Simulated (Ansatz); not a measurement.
Ansatz (an electronic-structure program) run on Bi2Pd (I4/mmm, 3 atoms in the cell): zone-centre phonon calculation.

Computed with LDA (PW92), PAW files made with PBE (plane waves; Ansatz).

```xyz
3
Lattice="-1.6933 1.6933 6.6235 1.6933 -1.6933 6.6235 1.6933 1.6933 -6.6235" Properties=species:S:1:pos:R:3 pbc="T T T"
Bi     0.0000     0.0000     8.3763
Bi     0.0000     0.0000     4.8706
Pd     0.0000     0.0000     0.0000
```

Reference input (self-consistent single point, DFT, PBEsol, plane waves, PAW files made with PBE): basis.ecutwfc = 420 eV; kpoints.mp_grid.grid = 9 9 9; hamiltonian.xc = pbesol; hamiltonian.pseudopotentials = {kind: paw} (the program's default PAW files); scf.occupations.method = fermi_dirac; scf.occupations.width = 0.1 eV. This run's input differs from it in these lines:

Ansatz 0.2 input:
```diff
@@ -15,3 +15,3 @@
 hamiltonian:
-  xc: pbesol
+  xc: lda
   pseudopotentials:
@@ -23,6 +23,4 @@
     width: 0.1 eV
-output:
-  forces: true
-  eigenvalues: true
-  stress: true
+phonons:
+  method: dfpt
```

The program printed (abridged):

```
SCF iter   1: F=—  HF=-31025.494056 eV  |F-HF|=—  |Δ(HF+E_count)|=         —  Δρ=1.81e-1  dr2=4.79e1  ethr=3.10e-3  ⟨swp⟩=6.5  Hψ=15176  notcnv=0
all-band conjugate gradients solve this SCF's bands
preconditioner: auto → Kerker (q_TF=auto, 2.527 Å⁻¹)
SCF iter   2: F=—  HF=-31022.298542 eV  |F-HF|=—  |Δ(HF+E_count)|=    3.20e0  Δρ=8.54e-2  dr2=1.21e1  ethr=3.10e-3  ⟨swp⟩=2.3  Hψ=8167  notcnv=0
   [... lines left out ...]
SCF iter  12: F=—  HF=-31020.921310 eV  |F-HF|=—  |Δ(HF+E_count)|=  2.18e-11  Δρ=1.75e-7  dr2=2.43e-11  ethr=1.00e-12  ⟨swp⟩=2.0  Hψ=5657  notcnv=0
SCF iter  13: F=-31020.921310 eV  HF=-31020.921310 eV  |F-HF|=1.46e-11  |Δ(HF+E_count)|=  7.28e-12  Δρ=4.95e-8  dr2=1.80e-12  ethr=1.00e-12  ⟨swp⟩=5.4  Hψ=15008  notcnv=0
the search or the solves at the SCF's close seem to have found levels that the self-consistency loop had missed (the run counts 3) …
SCF 1 converged in 13 iterations: F = -31020.921310 eV  dr2 = 1.80e-12
DFPT response loops at Γ: preconditioner auto → Kerker (q_TF=auto, 2.527 Å⁻¹) (partly filled bands, converged f_vac=0.000) …
Free energy (F): -31020.921310 eV
Internal energy: -31020.876463 eV  (E = F + TS)
E sigma→0 (E₀):  -31020.898886 eV
Entropy (-TS):   -0.044847 eV (-14.949 meV/atom)
Fermi energy:    13.403182 eV
--- Phonons (Γ-DFPT): 4 representative perturbations + reference, on 125 of 729 k-points (Σ response iterations 12) ---
  k mesh reduced under 4 symmetry operations, with k and −k counted as one. Each operation leaves every solved displacement unchanged or reverses it
  ASR residual: 4.671e-4 → 0.000e0 eV/Å²; symmetrization residual: 3.780e-5 eV/Å²
  ASR residual per site (eV/Å²): 3.20e-5 3.20e-5 4.67e-4
  Γ frequencies (cm⁻¹): 0.00 0.00 0.00 32.79 32.79 70.40 70.40 86.89 89.72
  non-analytic LO–TO correction: not included (Born effective charges unavailable; polar crystals: no LO–TO splitting at Γ)
```

The run converged in 13 iterations. 

Summary of the result:
Free energy E − TS (on the zero of these files): -31020.9213 eV
Fermi level (on the code's own zero): 13.40 eV
Zone-centre frequencies (cm⁻¹; negative means imaginary): 0, 0, 0, 33, 33, 70, 70, 87, 90

The starting cell comes from a database of computed structures (which also holds hypothetical and non-ambient phases and stackings), without a prior relaxation at this level. Spin polarisation is off.

Cost on one core of a shared machine: roughly 3 min.
